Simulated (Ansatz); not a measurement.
# I on the 1x1 (111) surface of fcc Ag, one in a 2x2 cell, started at the site 'hollow Ag-Ag-Ag over Ag at depth 4.7 Å'

Computed with PBE (plane waves to 420 eV, PAW; Ansatz, a first-principles code).

Set-up: 17 atoms, 7.1 Å thick at the start under the adsorbate (thin: gaps and levels are the slab's own); mesh 6x6x1; 0.1 eV smearing; dipole correction on; 8 atoms held, the rest relaxed; start symmetry kept, larger cells not searched; no spin, no spin-orbit, no U, no dispersion correction. At the end it is bonded to 3 Ag. In PBE it is, or lies within 0.03 eV of, the lowest of the starts that converged.

```yaml
adsorption energy against ½ I2(g): -1.31 eV
work_function_of_the_top_face: 4.95 eV
change_of_the_work_function: 0.51 eV
change_of_the_step_from_the_bottom_to_the_top_vacuum_level_against_the_clean_slab: 0.50 eV
energy_released_by_relaxation: 0.024 eV
height of the binding atom over the mean of the host atoms within 0.3 Å of the top one: 237.8 pm
nearest_host_atoms_of_the_binding_atom: Ag at 2.91 Å, Ag at 2.91 Å, Ag at 2.91 Å
largest_move_of_a_host_atom: 0.08 Å
cost: around 2.9 core-minutes (rough)
```

A negative adsorption energy means that the adsorbate is more stable on the surface than in its reference.
